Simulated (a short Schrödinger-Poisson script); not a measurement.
Structure: MOS inversion layer, HfO2 on p-type Si(111), at 300 K.

| layer | material | thickness (nm) | Na (cm⁻³) |
|---|---|---|---|
| 1 | HfO2 | 7.1 | - |
| 2 | Si | 1900 | 5.2e16 |

Constants are typed, rounded textbook-type inputs, not results; the design itself was drawn at random and stands for no fabricated device. HfO2: permittivity 22, conduction-band edge (eV) 1.55, gap (eV) 5.7, electron mass (mₑ) 0.2. Si: permittivity 11.7, conduction-band edge (eV) 0, gap (eV) 1.124, Nv at 300 K (cm⁻³) 3.1e19.

Channel valleys (confinement mass, in-plane density-of-states mass, number): Δ6 0.258, 0.358, 6. At the gate the conduction-band edge of layer 1 lies 2.08 eV − eVg above the Fermi level of the channel; the field vanishes at the back. Gaps are held at their typed values at every temperature. Mesh 0.03 nm at interfaces.

From a short Schrödinger-Poisson script (our own, NumPy): 1D Poisson equation in equilibrium, electrons quantum, Hartree (BenDaniel-Duke, 12 states a valley, the channel's in-plane mass for all, wave functions ending at the dielectric), parabolic valleys, classical holes, full ionisation, no traps, pinning or gate leakage.

At Vg = 1.3 V the centroid of the electrons lies 2.30 nm from the interface.

Estimate the gate capacitance as the dielectric in series with that distance, and compare.

The dielectric alone has 2.74 μF/cm²; in series with 2.30 nm of the channel's permittivity, 1.70 μF/cm²; the run gives 1.92 μF/cm². The estimate leaves out the density-of-states capacitance and the centroid's move with voltage.
